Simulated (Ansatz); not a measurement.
## fcc Al (1 1 0) on zinc-blende ZnSe (1 1 0) (film strained to the substrate, started from cuts of the bulks and a machine-learned relaxation; slabs Se8Zn8 and Al16, which can lie off the formulas)

A periodic stack without vacuum, fcc Al (1 1 0) on zinc-blende ZnSe (1 1 0) (film strained to the substrate, started from cuts of the bulks and a machine-learned relaxation; slabs Se8Zn8 and Al16, which can lie off the formulas): substrate slab Se8Zn8, film Al16, surface cells [[0, -1], [1, -1]] and [[1, 0], [1, 2]], film strained by +0.3 and +0.3 %, outermost planes SeZn/SeZn and Al/Al as cut, which need not be the usual terminations and can put a slab off its formula.

The start was prepared with a machine-learned potential, and the result is one local minimum, with the in-plane cell held and forces under 0.04 eV/Å; the film can end far from its bulk form.

Calculation: PBE (plane waves to 420 eV, PAW; Ansatz, a program for electronic structure). Spin–orbit coupling is left out; the runs are not spin-polarised; PBE gaps are too small against experiment. Its k-point mesh 9×6×1, Fermi–Dirac width 0.05 eV.

interface area: 23.3 Å²
period: 28.36 Å
heights between the nearest atoms of the two slabs at the two interfaces: 2.10 and 1.80 Å
Al–Zn contacts across the interfaces within 1.22 times the sum of covalent radii: 3, mean 2.76 Å
Al–Se contacts across the interfaces within 1.22 times the sum of covalent radii: 2, mean 2.46 Å
hole barrier (PBE): 1.10 eV
electron barrier (PBE): 0.05 eV

```
Al2ZnSe
1.0
    4.05476     0.00053    -0.03503
    4.05537     5.73288     0.12477
    3.46778     3.67371    28.44813
Se Zn Al
8 8 16
Direct
  0.41027   0.30283   0.04211
  0.42733   0.73312   0.10410
  0.42342   0.17724   0.17855
  0.42294   0.62203   0.24812
  0.42131   0.06579   0.32098
  0.42056   0.51123   0.39123
  0.41707   0.95496   0.46399
  0.42963   0.40945   0.53158
  0.68623   0.96977   0.10936
  0.64047   0.58773   0.02422
  0.67299   0.87058   0.24976
  0.67469   0.42803   0.17598
  0.67176   0.75908   0.39247
  0.67126   0.31692   0.31954
  0.65641   0.67368   0.53974
  0.67169   0.20115   0.46152
  0.01475   0.00473   0.66146
  0.51434   0.50034   0.65958
  0.29574   0.27718   0.61378
  0.75215   0.79004   0.61515
  0.50628   0.42930   0.76140
  0.00780   0.92628   0.76143
  0.75741   0.71180   0.71289
  0.25957   0.21358   0.71430
  0.00204   0.85238   0.86184
  0.50324   0.35608   0.86040
  0.25201   0.14084   0.81253
  0.75521   0.64138   0.81358
  0.52164   0.25585   0.95948
  0.99674   0.77873   0.96073
  0.75060   0.56219   0.91561
  0.24644   0.06714   0.91305
```
